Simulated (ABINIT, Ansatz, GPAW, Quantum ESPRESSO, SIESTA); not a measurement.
CoAl (Pm-3m, 2 atoms in the cell) computed with different codes at matched settings

Self-consistent single point.

```
CELL_PARAMETERS angstrom
      2.90690     0.00000     0.00000
      0.00000     2.90690     0.00000
      0.00000     0.00000     2.90690
ATOMIC_POSITIONS crystal
  Al 0.50000 0.50000 0.50000
  Co 0.00000 0.00000 0.00000
```

All programs got the same cell, k-point mesh and kind of occupations (in Ansatz's words: kpoints.mp_grid.grid = 15 15 15; scf.occupations.method = fermi_dirac; scf.occupations.width = 0.05 eV); potentials, basis and cutoffs are each program's usual ones.

```tsv
code	model	pressure (GPa)	k-points	cutoff
Quantum ESPRESSO	PBE, SSSP 1.1.2 efficiency (PBE) pseudopotentials	-9.43	120	50 Ry
ABINIT	PBE, PAW (JTH v2.0 PBE PAW)	-9.21	120	30 Ha
SIESTA	GGA PBE, numerical atomic orbitals DZP, PseudoDojo PBE standard norm-conserving potentials (rewritten from UPF to PSML)	-10.01	1688	grid 350 Ry
Ansatz	PBE, default PAW files	-9.17	120	420 eV
GPAW	PBE, GPAW PAW datasets PBE (gpaw-data 1.0.1)	-8.38	120	800 eV
```

The spread over the programs that give each value: pressure within 1.63 GPa.

The starting cell has typed, rounded lattice constants, without a prior relaxation at this level. Its lattice was rescaled by a random factor within 2.5 % of one. On Ansatz's run: Spin polarisation is off. In the base run, with a pressure of about -9 GPa the cell is away from its equilibrium volume at this level.

### Question
Why do the programs differ, and what cannot be compared?

### Answer
Differences of this kind can come from the potentials, where these differ, and from what each basis and cutoff leave unconverged. The valence holds different numbers of electrons (Quantum ESPRESSO 20, ABINIT 20, SIESTA 20, Ansatz (a first-principles code) 20, GPAW 12). The zero of total energies and Fermi levels follows the potentials and each program's conventions, so they are not compared here. SIESTA uses small atom-centred bases, whose incompleteness enters pressures, forces and empty levels differently from a plane-wave cutoff. Ansatz's pressure is given at a fixed set of plane waves, as the other plane-wave codes print theirs; with its correction for the finite basis it is -9.06 GPa. The programs reduce the same mesh by symmetry to different extents, which changes the work and not the result.

Left out of this page: Elk and FLEUR (not drawn, or without a comparable value).

Keys are those of Ansatz 0.2.
